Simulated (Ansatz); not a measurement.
## What isotropic strain +3.00 % does to Hf

Start from Hf in the hcp (Mg type) structure (space group P6_3/mmc, No. 194; a = 3.117 Å, c = 4.950 Å; relaxed with 0.1 eV smearing).

One thing is altered: an isotropic linear strain of +3.00 %; the atoms relax in the strained cell.

Calculations: Ansatz (a first-principles code) LDA, spin-orbit coupling left out. Γ-centred 21×21×12 mesh, Fermi–Dirac width 0.1 eV.

| quantity | base | changed | shift |
|---|---|---|---|
| space group | P6_3/mmc (No. 194) | P6_3/mmc (No. 194) | – |
| energy relative to the base (free energy F) | 0 meV/atom | +59 meV/atom | +59 meV/atom |
| pressure (mean of the normal stresses, compression positive) | 0.0 GPa | -9.1 GPa | -9.1 GPa |
| band gap | zero | zero | – |

Cost of the whole job for the changed cell (relaxation, final SCF and bands): about 40 core-seconds (a rough figure).

Stability against distortions was not tested. The final runs are not spin-polarised.
